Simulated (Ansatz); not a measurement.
We consider CsCl-type CoAl, described by LC-ωPBE in Ansatz (plane waves, PAW).

Settings: plane-wave cutoff 460 eV, 10×10×10 k mesh, Fermi–Dirac smearing 0.05 eV, no spin polarisation, scalar-relativistic PAW data made under PBE.

Cell (relaxed at this level):

```cif
data_AlCo
_chemical_formula_sum 'Al1 Co1'
_space_group_name_H-M_alt 'Pm-3m'
_space_group_IT_number 221
_space_group_name_Hall '-P 4 2 3'
_cell_length_a 2.77867
_cell_length_b 2.77867
_cell_length_c 2.77867
_cell_angle_alpha 90.000
_cell_angle_beta 90.000
_cell_angle_gamma 90.000
loop_
_atom_site_label
_atom_site_type_symbol
_atom_site_symmetry_multiplicity
_atom_site_Wyckoff_symbol
_atom_site_fract_x
_atom_site_fract_y
_atom_site_fract_z
_atom_site_occupancy
Al1 Al 1 b 0.50000 0.50000 0.50000 1
Co1 Co 1 a 0.00000 0.00000 0.00000 1
```

Question: What does this level give for the bulk modulus and pressure derivative B′ of the bulk modulus?

Answer: 
* **bulk modulus**: 239 GPa
* **pressure derivative B′ of the bulk modulus**: 4.1

Measured, for comparison: bulk modulus 162 GPa (room temperature, not corrected to a static lattice; as tabulated in Yamada et al. (2019), arXiv:1910.09660). Computed (rounded) less measured: bulk modulus +48 %.

Note: the run has no spin polarisation, so it can have missed a magnetic state.

The result took roughly 20 core-minutes.

Ansatz is a quantum-chemistry and plane-wave program.
